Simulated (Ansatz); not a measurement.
The structure below was relaxed with r2SCAN, PAW, 500 eV (Ansatz, a program for electronic structure; no spin-orbit coupling), at pressure 4.2 GPa.

```
CELL_PARAMETERS angstrom
      0.00000     5.44686     5.44686
      5.44686     0.00000     5.44686
      5.44686     5.44686     0.00000
ATOMIC_POSITIONS crystal
  Cs 0.25000 0.25000 0.25000
  Cs 0.75000 0.75000 0.75000
  Ag 0.50000 0.50000 0.50000
  Bi 0.00000 0.00000 0.00000
  Br 0.74531 0.25469 0.25469
  Br 0.25469 0.74531 0.74531
  Br 0.25469 0.74531 0.25469
  Br 0.74531 0.25469 0.74531
  Br 0.25469 0.25469 0.74531
  Br 0.74531 0.74531 0.25469
```

Task: Find the space group and the Wyckoff positions.

Result: Space group Fm-3m (No. 225); a = 10.894 Å, b = 10.894 Å, c = 10.894 Å, α = 90.00°, β = 90.00°, γ = 90.00°

```tsv
atom	site	symmetry	x	y	z
Cs	8c	-43m	0.2500	0.2500	0.2500
Ag	4b	m-3m	0.5000	0.5000	0.5000
Bi	4a	m-3m	0.0000	0.0000	0.0000
Br	24e	4m.m	0.0000	0.0000	0.2547
```

Task: Describe the coordination.

Result: The crystal has 40 atoms in its conventional cell. Conventional cell: a = b = c = 10.8937 Å, α = β = γ = 90.00°. Cs is surrounded by 12 Br at 3.852 Å (cuboctahedral). Ag sees 6 Br at 2.672 Å (octahedral). Bi has 6 Br at 2.774 Å (octahedral). Br sees 1 Ag at 2.672 Å and 1 Bi at 2.774 Å and 4 Cs at 3.852 Å (octahedral). (Neighbours: up to the widest gap in distance over summed covalent radii, below 1.35, at either atom; cation-cation and far metal-metal contacts left out.)

Spin-orbit coupling, missing from the scalar runs, can matter with Bi. Load acts through the strain it causes; cell and atoms are relaxed under it. Whether these cells are dynamically stable was not tested. The cell was made from Cs$_{2}$AgBiBr$_{6}$ (space group Fm-3m, No. 225) by this change: pressure 4.2 GPa.
